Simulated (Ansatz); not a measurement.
Consider CdTe in the zinc blende structure (space group F-43m, No. 216; a = 6.618 Å).

Calculations: PBE/PAW in Ansatz (an electronic-structure program), no SOC.

Base values:

```
Quantity                   Value
-------------------  -----------
Band gap                 0.59 eV
Lattice parameter a      6.618 Å
Gap character        direct at Γ
```

Perturbation: a hydrostatic pressure of 45 GPa.

Task: What happens to the band gap, lattice parameter a and gap character?

Result: The band gap grows by 0.909 eV (0.59 eV → 1.49 eV); the lattice parameter a shrinks by 0.910 Å, from 6.618 Å to 5.708 Å; the gap character changes from direct at Γ to indirect, Γ → X.

Spin-orbit coupling, missing from the scalar runs, can matter with Te. Load acts through the strain it causes; cell and atoms are relaxed under it. Whether these cells are dynamically stable was not tested. Measured, CdTe leaves this structure (for cinnabar) near 3.53 GPa (temperature not stated; as listed in Datta, Sujoy, Jana, Debnarayan, arXiv (2020)), on rising pressure, with hysteresis.
